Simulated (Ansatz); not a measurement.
Cost and result by functional for the adsorption energy of CH3 on the 1x1 (111) surface of fcc Rh, one in a 2x2 cell, started at the site 'hollow Rh-Rh-Rh over Rh at depth 2.2 Å', in Ansatz (plane waves, PAW). Single points on the PBE structure, on one kind of machine; costs are rough ratios of the slab run's core time (references not counted) to the cheapest single point. r2SCAN's cost holds its higher cutoff (500 against 420 eV). Differences are taken against r2SCAN for comparison alone: no measured value is at hand, so the table doesn't rank accuracy.

Model: 20-atom slab, 6.5 Å thick at the start under the adsorbate (thin: gaps and levels are the slab's own), 6x6x1 mesh, Fermi-Dirac 0.1 eV, dipole correction, 8 atoms held, the rest relaxed; start symmetry kept, larger cells not searched; no spin, no spin-orbit, no U, no dispersion correction. At the end it is bonded to 3 Rh. In PBE this state lies 0.03 eV over the lowest of the starts that converged ('hollow Rh-Rh-Rh over Rh at depth 4.4 Å'). These notes are the PBE run's. Adsorption energies are against CH4(g) − ½ H2(g). A negative adsorption energy means that the adsorbate is more stable on the surface than in its reference.

| functional | relative cost | adsorption energy (eV) | less r2SCAN (eV) |
|---|---|---|---|
| RPBE | 1 | 1.02 | 0.51 |
| r2SCAN | 2 | 0.52 | 0.00 |
| PBE (the relaxed run's value) | – | 0.69 | 0.17 |

The values span 0.51 eV, while the single points' costs differ by a factor of roughly 2. Differences are of unrounded values.

Ansatz is a program for electronic structure.
